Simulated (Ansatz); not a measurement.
Given:

```xyz
2
Lattice="0.0000 2.8007 2.7587 2.8007 0.0000 2.7587 2.8007 2.8007 0.0000" Properties=species:S:1:pos:R:3 pbc="T T T"
Na     0.0000     0.0000     0.0000
Cl     2.8007     2.8007     2.7587
```

No spin polarisation.

The values are results of PBEsol/PAW in Ansatz (a first-principles code), no spin-orbit coupling, not measurements. k-mesh 10×10×10 (Γ-centred); smearing 0.05 eV (Fermi–Dirac).

What pressure (mean of the normal stresses, compression positive) does the calculation give?

0.43 GPa.

What is the computed electron mass?

0.39 mₑ (at Γ).

The levels and masses belong to the bands next to the band gap. The cells carry an imposed strain or load. Masses are band curvatures over ±0.01 Å⁻¹ around the edge. No phonon test of stability was made. The cell was made from NaCl in the rock salt structure (space group Fm-3m, No. 225) by this change: uniaxial strain ε_zz = −1.50 %.
